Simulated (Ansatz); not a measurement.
Results of G0W0@PBEsol (Ansatz, a program for electronic structure, hard PAW, contour deformation) for cubic perovskite CsPbBr₃ (cubic high-temperature phase).

The same calculation (at the measured cell, 40.452 Å³/atom) with different numerical settings; throughout: k mesh 2×2×2:

```
run  response cutoff (eV)  empty bands  quasiparticle gap on the mesh (eV)  quasiparticle gap at Γ (eV)   rough time
---  --------------------  -----------  ----------------------------------  ---------------------------  -----------
1                      70          494                               2.180                        5.819   3 core-min
2                     105          908                               2.297                        5.955   7 core-min
3                     140         1398                               2.383                        6.026  10 core-min
4                     175         1953                               2.438                        6.060  40 core-min
```

In the column quasiparticle gap on the mesh (eV) the first row differs from the last by -0.258 and the next to last by -0.055.

The last row is no converged limit: other settings stay fixed.

Spin–orbit coupling is not included.

Note: filled d or f shells below the valence bands can shift G0W0 gaps through exchange with them, which wasn't tested here.
